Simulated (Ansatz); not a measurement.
Consider CdSe in the wurtzite structure (space group P6_3mc, No. 186; a = 4.3827 Å, c = 7.1545 Å). Axes: x lies along a and z along c of the hexagonal cell.

(Cell as relaxed with PBE.)

Levels (all Ansatz, a program for electronic structure, PAW): PBE (420 eV, without spin-orbit coupling); r2SCAN (500 eV, without spin-orbit coupling).

Each level relaxes its own structure.

| base | PBE | r2SCAN |
|---|---|---|
| volume per atom | 29.75 Å³ | 28.86 Å³ |
| lattice parameter a | 8.282 bohr | 8.201 bohr |
| band gap | 0.54 eV | 1.11 eV |

It is then changed as follows: uniaxial strain ε_zz = −1.36 %, all other strain components held at zero; the atoms relax in the strained cell.

| quantity | PBE | r2SCAN |
|---|---|---|
| stress (xx, yy, zz, yz, xz, xy; compression positive) | (0.45, 0.45, 1.01, 0.00, 0.00, 0.00) GPa | ? |
| largest internal atomic displacement | 0.010 Å | ? |
| shortest interatomic distance | 5.048 bohr | ? |

Q: Given the PBE results, estimate those of r2SCAN.

A: 
- stress (xx, yy, zz, yz, xz, xy; compression positive), r2SCAN: (0.53, 0.53, 1.13, 0.00, 0.00, 0.00) GPa
- largest internal atomic displacement, r2SCAN: 0.011 Å
- shortest interatomic distance, r2SCAN: 4.997 bohr

PBE's shortest interatomic distance lies 0.051 bohr above r2SCAN's (1.0 %). Neither level is exact; r2SCAN is the comparison here, not a measurement.

Whether these cells are dynamically stable was not tested.
